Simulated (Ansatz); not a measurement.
A computed series for BN: response to strain

The parent structure is BN in the zinc blende structure (space group F-43m, No. 216; a = 3.581 Å). Axes: x, y, z lie along the cube axes.

Strains are applied to the cell and any free atomic positions relax; under biaxial strain the out-of-plane vector relaxes too.

Method: LDA in Ansatz (plane waves to 420 eV, PAW, no SOC).

Candidates:
(a) biaxial strain +2.50 %, plane normal [111], relaxed out of plane
(b) biaxial strain +0.83 %, plane normal [111], relaxed out of plane
(c) biaxial strain −2.08 %, plane normal [111], relaxed out of plane

Question: Order them by out-of-plane strain, highest first.

Answer: (c) biaxial strain −2.08 %, plane normal [111], relaxed out of plane (+0.35 %), (b) biaxial strain +0.83 %, plane normal [111], relaxed out of plane (-0.14 %), (a) biaxial strain +2.50 %, plane normal [111], relaxed out of plane (-0.40 %)

Stability against distortions was not tested.

Ansatz is a program for electronic structure.
